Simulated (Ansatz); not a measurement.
The parent structure is CsBr in the CsCl type structure (space group Pm-3m, No. 221).

```xyz
2
Lattice="4.2420 0.0000 0.0000 0.0000 4.2420 0.0000 0.0000 0.0000 4.2420" Properties=species:S:1:pos:R:3 pbc="T T T"
Cs     0.0000     0.0000     0.0000
Br     2.1210     2.1210     2.1210
```

Computed with PBEsol in Ansatz (plane waves to 420 eV, PAW, scalar-relativistic without spin-orbit coupling).

Before the change:

The band gap comes out as 4.45 eV, the lattice parameter a is 4.242 Å and the gap character comes out as direct at Γ.

Modification: a hydrostatic pressure of 100 GPa.

Task: What does the calculation give for the band gap after the change?

Result: The band gap drops by 4.26 eV (4.45 eV → 0.19 eV).

Task: Estimate the effect on the lattice parameter a.

Result: The lattice parameter a drops by 1.0085 Å (4.242 Å → 3.234 Å).

Task: Estimate the effect on the gap character.

Result: The gap character stays direct at Γ.

Load acts through the strain it causes; cell and atoms are relaxed under it. No phonon test of stability was made. Competing high-pressure phases were not computed. A zero or small gap of CsBr under pressure 100 GPa can be the functional's error rather than a property of the material.

Ansatz is a first-principles code.
